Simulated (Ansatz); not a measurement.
Start from SrHfO3 (space group Imma, No. 74; a = 5.768 Å, b = 8.099 Å, c = 5.785 Å; a cell from a computed database, its experimental status unchecked). Axes: x, y, z lie along a, b, c of the conventional cell.

Computed with Ansatz (an electronic-structure program) PBEsol, no SOC.

One thing is altered: an isotropic linear strain of −0.81 %; the atoms relax in the strained cell.

**Question.** Predict the stress tensor and what it implies for the stiffness.

**Answer.** Stress of the strained cell less that of the base (GPa, compression positive):
```
   4.09    0.00    0.00
   0.00    4.01    0.00
   0.00    0.00    4.66
```

Then B = −ΔP/(ΔV/V₀) with ΔV/V₀ = -0.0241 gives secant stiffness values (nonlinear terms included at this strain): B (at held cell shape, above the free-shape value) ≈ 177 GPa.

As a check, the harmonic strain energy −½ V₀ Δσ:ε is 4.4 meV/atom; the computed energy rise is 4.2 meV/atom.

Stability against distortions was not tested.
